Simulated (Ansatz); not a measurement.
Base system: BP in the zinc blende structure (space group F-43m, No. 216; a = 4.520 Å). Axes: x, y, z lie along the cube axes.

The change: biaxial strain +1.79 %, plane normal [001], relaxed out of plane (Cartesian); in-plane vectors clamped, the third vector and the atoms free.

Levels (all Ansatz, an electronic-structure program, PAW, earlier PAW set): PBEsol (420 eV, scalar-relativistic without spin-orbit coupling); HSE06+SOC (420 eV, with spin-orbit coupling).

The geometry is relaxed with PBEsol.

| Property | Result |
|---|---|
| PBEsol valence-band top at Γ | 0.00, -0.25, -0.25 eV |
| PBEsol lowest conduction level above the VBM at special points | M 0.90 eV; X 1.19 eV; S 1.59 eV; Γ 3.08 eV |

**Question.** Predict the valence-band top at Γ and lowest conduction level above the VBM at special points from HSE06+SOC.

**Answer.** The valence-band top at Γ (three highest Kramers pairs, from the VBM) becomes 0.00, -0.25, -0.28 eV (PBEsol: 0.00, -0.25, -0.25 eV); the lowest conduction level above the VBM at special points becomes M 1.72 eV; X 2.02 eV; S 2.47 eV; Γ 4.04 eV (PBEsol: M 0.90 eV; X 1.19 eV; S 1.59 eV; Γ 3.08 eV).

Single points use the geometry relaxed with PBEsol. HSE06 gaps are upper bounds (no full band path). The spin-orbit shifts are approximate. The levels and masses belong to the bands next to the band gap. Whether these cells are dynamically stable was not tested. k-point labels follow each cell's own Brillouin zone.
